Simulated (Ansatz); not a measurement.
Consider the following.

```
CELL_PARAMETERS angstrom
      3.83474     0.00000     0.00000
     -1.91737     3.32099     0.00000
      0.00000     0.00000    19.09975
ATOMIC_POSITIONS crystal
  Sn 0.00000 0.00000 0.50000
  Se 0.33333 0.66667 0.58240
  Se 0.66667 0.33333 0.41760
```

All values below come from r2SCAN, rigid bands (plane waves, PAW, scalar-relativistic; Ansatz, a program for electronic structure). Condition of this run: functional r2SCAN. How the cell was made: cell and atoms relaxed with r2SCAN.

Task: Predict the electron conductivity mass (n e² τ/σ) at 300 K, by direction if it differs.

Result: 0.33 mₑ.

Task: And the band gap?

Result: 1.13 eV at this level; semilocal functionals usually fall short of the measured gap.

Rigid bands, one relaxation time for all states, no polarons. Spin-orbit coupling is left out; where it splits the top of the valence band it changes the hole mass and lowers the gap by about a third of the splitting.

Model free-standing layer, not matched to a measured one here: monolayer SnSe2.
